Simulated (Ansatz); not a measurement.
Mg₂BeN₂ (model structure, started from the Ca2ZnN2 type, I4/mmm, No. 139, 5 atoms in the cell), treated with G0W0@PBEsol in Ansatz (hard PAW, contour deformation).

The cell is the one relaxed with PBEsol. Conventional cell: a = 3.1116 Å, b = 3.1116 Å, c = 10.9787 Å, α = 90.00°, β = 90.00°, γ = 90.00°.

One run with a 8×8×8 mesh, response cutoff 100 eV and 222 empty bands, not extrapolated in mesh or basis; no spin–orbit coupling.

Highest filled and lowest empty level by k point (fractions of the reciprocal vectors of the cell (-1.556 1.556 5.489) (1.556 -1.556 5.489) (1.556 1.556 -5.489) Å; eV from the valence maximum of each method):

```
k                   PBEsol filled  PBEsol empty  QP filled  QP empty
------------------  -------------  ------------  ---------  --------
0 0 0                       -0.63          0.95      -0.70      1.92
0 0 0.125                   -1.07          2.35        [?]       [?]
0 0 0.375                   -1.91          2.42      -2.01      3.41
0 0.375 -0.25               -0.83          2.88      -0.90      3.98
0.125 0.125 -0.125          -0.44          1.20      -0.49      2.18
0.125 -0.25 0.25            -0.28          2.85      -0.30      3.96
0.25 -0.25 0.25             -0.14          2.04      -0.15      3.07
0.375 -0.375 -0.5           -0.43          2.70        [?]       [?]
```

Estimate the withheld levels to about 0.1 eV.


- 0 0 0.125, QP filled: -1.14
- 0 0 0.125, QP empty: 3.39
- 0.375 -0.375 -0.5, QP filled: -0.47
- 0.375 -0.375 -0.5, QP empty: 3.80

Note: the relaxation could raise the start's symmetry but not lower it, so the cell can be a saddle point.

A model structure was made by putting elements into a prototype or built by hand; it is no filed structure, need not be a known phase, and can be a saddle point held by its symmetry.

Ansatz is a quantum-chemistry and plane-wave program.
